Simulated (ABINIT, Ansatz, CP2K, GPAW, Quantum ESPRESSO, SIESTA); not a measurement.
TiB2 (P6/mmm, 3 atoms in the cell) computed with different codes at matched settings

Self-consistent single point, at a second geometry (lattice scaled by 0.98). First geometry:

```
CELL_PARAMETERS angstrom
      3.02593     0.00000     0.00000
     -1.51296     2.62053     0.00000
      0.00000     0.00000     3.22877
ATOMIC_POSITIONS crystal
  Ti 0.00000 0.00000 0.00000
  B  0.33333 0.66667 0.50000
  B  0.66667 0.33333 0.50000
```

Shared settings, as Ansatz (an electronic-structure program) writes them: kpoints.mp_grid.grid = 8 8 7; scf.occupations.method = gaussian; scf.occupations.width = 0.136 eV. Potentials and cutoffs stand in the table.

```json
[
 {"code": "Ansatz", "model": "PBE, default PAW files", "ΔF from the first geometry (meV/atom)": "28.5", "pressure (GPa)": "18.06", "cutoff": "420 eV"},
 {"code": "ABINIT", "model": "PBE, PAW (JTH v2.0 PBE PAW)", "ΔF from the first geometry (meV/atom)": "30.0", "pressure (GPa)": "18.76", "cutoff": "30 Ha"},
 {"code": "GPAW", "model": "PBE, GPAW PAW datasets PBE (gpaw-data 1.0.1)", "ΔF from the first geometry (meV/atom)": "31.6", "pressure (GPa)": "–", "cutoff": "900 eV"},
 {"code": "SIESTA", "model": "GGA PBE, numerical atomic orbitals DZP, PseudoDojo PBE standard norm-conserving potentials (rewritten from UPF to PSML)", "ΔF from the first geometry (meV/atom)": "27.0", "pressure (GPa)": "17.63", "cutoff": "grid 350 Ry"},
 {"code": "CP2K", "model": "PBE, GPW, DZVP-MOLOPT-SR-GTH basis, GTH-PBE potentials (GTH_POTENTIALS)", "ΔF from the first geometry (meV/atom)": "27.5", "pressure (GPa)": "17.92", "cutoff": "grid 600 Ry"},
 {"code": "Quantum ESPRESSO", "model": "PBE, PSlibrary ultrasoft (PBE) pseudopotentials", "ΔF from the first geometry (meV/atom)": "32.6", "pressure (GPa)": "19.36", "cutoff": "60 Ry"}
]
```

A dash marks a value that a program does not give, or that is left out as unsure.

On Ansatz's run: spin polarisation is off.

The spread over the programs that give each value: ΔF from the first geometry within 5.6 meV/atom; pressure within 1.73 GPa.

SIESTA and CP2K use small atom-centred bases, whose incompleteness enters pressures, forces and empty levels differently from a plane-wave cutoff. Ansatz's pressure is given at a fixed set of plane waves, as the other plane-wave codes print theirs; with its correction for the finite basis it is 18.30 GPa (the shift of 0.24 GPa shows how far the cutoff is from converged). The pressure of GPAW is left out: its cutoff lies under the one at which its stress was checked. In the pressure, SIESTA (by 1.12) lies more than 1 GPa from the median of the plane-wave programs.

The starting cell comes from a database of computed structures (which also holds hypothetical and non-ambient phases and stackings), without a prior relaxation at this level. For this run, on top of that: lattice scaled by 0.98.

Left out of this page: Elk and FLEUR (not drawn, or without a comparable value).

Keys are those of Ansatz 0.2.
